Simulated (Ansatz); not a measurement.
C on the 1x1 (0001) surface of hcp Ti, one in a 1x1 cell, energies for each (7.5 Å²). Energies are against an atom of graphite, without zero-point or thermal terms; each row is named by its start.

All values below come from PBE (plane waves to 420 eV, PAW; Ansatz, a first-principles code).

Question: Which site binds most strongly?
(A) hollow Ti-Ti-Ti over Ti at depth 2.2 Å
(B) top Ti
(C) hollow Ti-Ti-Ti

Answer: A, hollow Ti-Ti-Ti over Ti at depth 2.2 Å. Adsorption energies: hollow Ti-Ti-Ti over Ti at depth 2.2 Å 1.45 eV; hollow Ti-Ti-Ti 1.54 eV; top Ti 4.23 eV.
